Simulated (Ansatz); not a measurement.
MgAl₃N₃O (model structure, Pm, No. 6, 8 atoms in the cell) was calculated with PBE in Ansatz (PAW).

Settings: plane-wave cutoff 520 eV, 8×10×6 k mesh (along the axes of the cell as run), Fermi–Dirac smearing 0.01 eV, scalar-relativistic PAW data made under PBE.

Cell (relaxed at this level):

```
CELL_PARAMETERS angstrom
      5.08617     0.00000    -0.00462
      0.00000     3.17231     0.00000
     -0.00499     0.00000     5.53159
ATOMIC_POSITIONS crystal
  Mg 0.48909 0.00000 0.33399
  Al 0.01594 0.50000 0.15360
  O  0.90528 0.00000 0.33411
  N  0.37033 0.50000 0.15071
  Al 0.48656 0.50000 0.83594
  Al 0.00805 0.00000 0.67862
  N  0.87216 0.50000 0.83118
  N  0.37258 0.00000 0.68186
```

Q: What does this level give for the band gap?

A: 
band gap: 1.77 eV (direct)

Note: the relaxation could raise the start's symmetry but not lower it, so the cell can be a saddle point.

Static lattice: no zero-point or thermal effects.

A model structure was made by putting elements into a prototype or built by hand; it is no filed structure, need not be a known phase, and can be a saddle point held by its symmetry.

Ansatz is a quantum-chemistry and plane-wave program.
